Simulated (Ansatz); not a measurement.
Take SiC (space group P6_3mc, No. 186; a = 3.058 Å, c = 10.012 Å) as the base.

Level of theory: LDA (Ansatz, a first-principles code, PAW, no spin-orbit coupling).

For the base:

| Property | Value |
|---|---|
| Pressure | 0.00 GPa |
| Smallest direct gap | 3.31 eV |
| Band gap | 2.18 eV |

Now apply this change: the cell is scaled by 0.9850 in all directions; the atoms relax in the strained cell.

### Question
Estimate the effect on the pressure.

### Answer
The pressure (mean of the normal stresses, compression positive) goes from zero to 11.38 GPa.

### Question
What does the calculation give for the smallest direct gap after the change?

### Answer
The smallest direct gap grows by 0.02 eV to 3.33 eV.

### Question
What does the calculation give for the band gap after the change?

### Answer
The band gap stays essentially unchanged (2.18 eV against 2.19 eV).

Stability against distortions was not tested.
